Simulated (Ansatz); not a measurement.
## SiC: response to strain

The reference is SiC in the zinc blende structure (space group F-43m, No. 216; a = 4.329 Å). Axes: x, y, z lie along the cube axes.

Strains are applied to the cell and any free atomic positions relax; under biaxial strain the out-of-plane vector relaxes too.

All numbers come from LDA in Ansatz (plane waves to 420 eV, PAW, scalar-relativistic without spin-orbit coupling).

Notes on the quantities. pressure: mean of the normal stresses, compression positive.

| variant | pressure | volume per atom | band gap | gap character |
|---|---|---|---|---|
| base | 0.00 GPa | 10.14 Å³ | 1.30 eV | – |
| biaxial strain −2.50 %, plane normal [001], relaxed out of plane | 8.09 GPa | 9.81 Å³ | 1.04 eV | indirect, Γ → X |
| biaxial strain −1.50 %, plane normal [001], relaxed out of plane | 4.69 GPa | 9.94 Å³ | 1.14 eV | indirect, Γ → X |
| biaxial strain −1.00 %, plane normal [001], relaxed out of plane | 3.07 GPa | 10.01 Å³ | 1.20 eV | indirect, Γ → X |
| biaxial strain +0.50 %, plane normal [001], relaxed out of plane | -1.46 GPa | 10.21 Å³ | 1.22 eV | indirect, Γ → M |
| biaxial strain +1.00 %, plane normal [001], relaxed out of plane | -2.87 GPa | 10.27 Å³ | 1.13 eV | indirect, Γ → M |
| biaxial strain +1.50 %, plane normal [001], relaxed out of plane | -4.23 GPa | 10.33 Å³ | 1.05 eV | indirect, Γ → M |
| biaxial strain +2.00 %, plane normal [001], relaxed out of plane | ___ | ___ | ___ | indirect, Γ → M |
| biaxial strain +2.50 %, plane normal [001], relaxed out of plane | -6.82 GPa | 10.46 Å³ | 0.89 eV | indirect, Γ → M |
| biaxial strain +3.00 %, plane normal [001], relaxed out of plane | -8.06 GPa | 10.52 Å³ | 0.82 eV | indirect, Γ → M |

Task: Complete the table.

Result: 
- biaxial strain +2.00 %, plane normal [001], relaxed out of plane, pressure: -5.55 GPa
- biaxial strain +2.00 %, plane normal [001], relaxed out of plane, volume per atom: 10.40 Å³
- biaxial strain +2.00 %, plane normal [001], relaxed out of plane, band gap: 0.97 eV

Stability against distortions was not tested. Labels are those of the standard path for the cell's own space group.

Ansatz is a quantum-chemistry and plane-wave program.
